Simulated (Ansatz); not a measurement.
Data:

End structure of a constructed model of the (0001) surface of hcp Os, a pseudomorphic layer of Mo in the host's stacking (bottom of the slab: a bare face, its two planes held):

```yaml
crystal:
  lattice:
    - [2.75423, 0.00000, 0.00000]
    - [-1.37712, 2.38523, 0.00000]
    - [0.00000, 0.00000, 30.00000]
  atoms:
    - { symbol: Os, position: [0.66667, 0.33333, 0.27454] }
    - { symbol: Os, position: [0.33333, 0.66667, 0.34699] }
    - { symbol: Os, position: [0.66667, 0.33333, 0.41916] }
    - { symbol: Os, position: [0.33333, 0.66667, 0.49211] }
    - { symbol: Os, position: [0.66667, 0.33333, 0.56397] }
    - { symbol: Os, position: [0.33333, 0.66667, 0.63764] }
    - { symbol: Mo, position: [0.66667, 0.33333, 0.71004] }
```

Model: 7-atom slab, 13.5 Å thick at the start, 16x16x1 mesh, Fermi-Dirac 0.1 eV, dipole correction, single point; on the structure that PBE left under its start's symmetry; no spin, no spin-orbit, no U. It is one candidate, not shown to be the stable structure of the face.

### Question
Give the work function of the top face at the level r2SCAN, at the PBE geometry run with Ansatz (an electronic-structure program).

### Answer
4.94 eV
